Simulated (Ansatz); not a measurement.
Y2N (model structure, started from the Cu2Sb type, P4/nmm, No. 129, 6 atoms in the cell)

These are PBE-D3(BJ) (Ansatz, an electronic-structure program, PAW) values and carry that method's errors.

Run with plane-wave cutoff 520 eV, 12×12×8 k mesh (along the axes of the cell as run), Fermi–Dirac smearing 0.05 eV, scalar-relativistic PAW data made under PBE.

Cell (relaxed at this level):

Y2N is modelled in the tetragonal space group P4/nmm, origin choice 1 (No. 129), Pearson symbol tP6. Cell: a = 3.8699 Å, b = 3.8699 Å, c = 7.1390 Å, α = 90.00°, β = 90.00°, γ = 90.00°. Y1 on 2a is surrounded by 4 N at 2.793 Å. Y2 on 2c has 1 N at 2.454 Å and 4 N at 2.814 Å. N on 2c is coordinated by 1 Y at 2.454 Å and 8 Y at 2.793–2.814 Å. (Neighbours: up to the widest gap in distance over summed covalent radii, below 1.35, at either atom; cation-cation and far metal-metal contacts left out.)

```
Property         Result
--------  -------------
band gap  zero (no gap)
```

Note: the relaxation could raise the start's symmetry but not lower it, so the cell can be a saddle point.

Spin–orbit coupling is not included.

Static lattice: no zero-point or thermal effects.

The result took roughly 16 core-minutes.

A model structure was made by putting elements into a prototype or built by hand; it is no filed structure, need not be a known phase, and can be a saddle point held by its symmetry.
